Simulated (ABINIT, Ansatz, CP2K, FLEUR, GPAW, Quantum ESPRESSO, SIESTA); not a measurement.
## Code comparison for WS (P6_3mc, 4 atoms in the cell)

Self-consistent single point.

```
CELL_PARAMETERS angstrom
      3.02551     0.00000     0.00000
     -1.51276     2.62017     0.00000
      0.00000     0.00000     8.18080
ATOMIC_POSITIONS crystal
  W  0.33333 0.66667 0.03629
  W  0.66667 0.33333 0.53629
  S  0.33333 0.66667 0.34071
  S  0.66667 0.33333 0.84071
```

All programs got the same cell, k-point mesh and kind of occupations (in Ansatz's words: kpoints.mp_grid.grid = 8 8 3; scf.occupations.method = fermi_dirac; scf.occupations.width = 0.1 eV); potentials, basis and cutoffs are each program's usual ones.

| code | model | pressure (GPa) | largest force (eV/Å) | k-points | cutoff |
|---|---|---|---|---|---|
| SIESTA | GGA PBEsol, numerical atomic orbitals TZP, PseudoDojo PBEsol standard norm-conserving potentials (rewritten from UPF to PSML) | -7.82 | 0.045 | 110 | grid 350 Ry |
| GPAW | PBEsol, GPAW PAW datasets PBEsol (made by gpaw-setup) | -7.22 | 0.161 | 20 | 600 eV |
| ABINIT | PBEsol, PAW (JTH v2.0 PBE PAW, files made for PBE) | -7.08 | 0.136 | 20 | 21 Ha |
| Quantum ESPRESSO | PBEsol, PseudoDojo standard norm-conserving (PBESOL) pseudopotentials | -7.17 | 0.171 | 20 | 75 Ry |
| FLEUR | PBEsol, all-electron FLAPW (FLEUR), scalar-relativistic valence | – | 0.124 | 20 | Kmax 4 1/bohr |
| CP2K | PBEsol, GPW, DZVP-MOLOPT-SR-GTH basis, GTH-PBE potentials (GTH_POTENTIALS) | -6.89 | 0.235 | 98 | grid 500 Ry |
| Ansatz | PBEsol, PAW files made with PBE | -7.27 | 0.176 | 20 | default |

A dash marks a value that a program does not give, or that is left out as unsure.

The spread over the programs that give each value: pressure within 0.93 GPa; largest force within 0.190 eV/Å.

The starting cell comes from a database of computed structures (which also holds hypothetical and non-ambient phases and stackings), without a prior relaxation at this level. On Ansatz's run: Spin-orbit coupling is off. Spin polarisation is off. In the base run, with a pressure of about -7 GPa the cell is away from its equilibrium volume at this level.

Problem. Why do the programs differ, and what cannot be compared?

Solution. Differences of this kind can come from the potentials, where these differ, and from what each basis and cutoff leave unconverged. The zero of total energies and Fermi levels follows the potentials and each program's conventions, so they are not compared here. SIESTA and CP2K use small atom-centred bases, whose incompleteness enters pressures, forces and empty levels differently from a plane-wave cutoff. FLEUR treats all electrons, but the usual bases taken here (sphere radii, linearisation, local orbitals, empty states) were not tested for convergence, so the values are no reference for the others. Ansatz's pressure is given at a fixed set of plane waves, as the other plane-wave codes print theirs; with its correction for the finite basis it is -7.21 GPa. The programs reduce the same mesh by symmetry to different extents, which changes the work and not the result. In the force vectors, SIESTA (by 0.122) lies more than 0.08 eV/Å from the median of the plane-wave programs.

Left out of this page: Elk (not drawn, or without a comparable value).

Ansatz is a quantum-chemistry and plane-wave program.

Keys are those of Ansatz 0.2.
